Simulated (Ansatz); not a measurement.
Base system: C in the diamond structure (space group Fd-3m, No. 227; a = 3.560 Å). Axes: x, y, z lie along the cube axes.

Calculations: r2SCAN/PAW in Ansatz (a first-principles code), no SOC.

Base values:

Band gap: 4.36 eV

Perturbation: tensile biaxial strain of 2.50 % in the plane normal to [111], as in epitaxy on a mismatched substrate; the out-of-plane cell vector and the atoms relax.

Question: What happens to the band gap?

Answer: The band gap drops by 0.14 eV (4.36 eV → 4.22 eV).

Question: What happens to the energy relative to the base?

Answer: The energy rises by 27 meV/atom.

Question: What does the calculation give for the ratio −ε⊥/ε∥ after the change?

Answer: The ratio −ε⊥/ε∥ comes out as 0.09.

Whether these cells are dynamically stable was not tested.
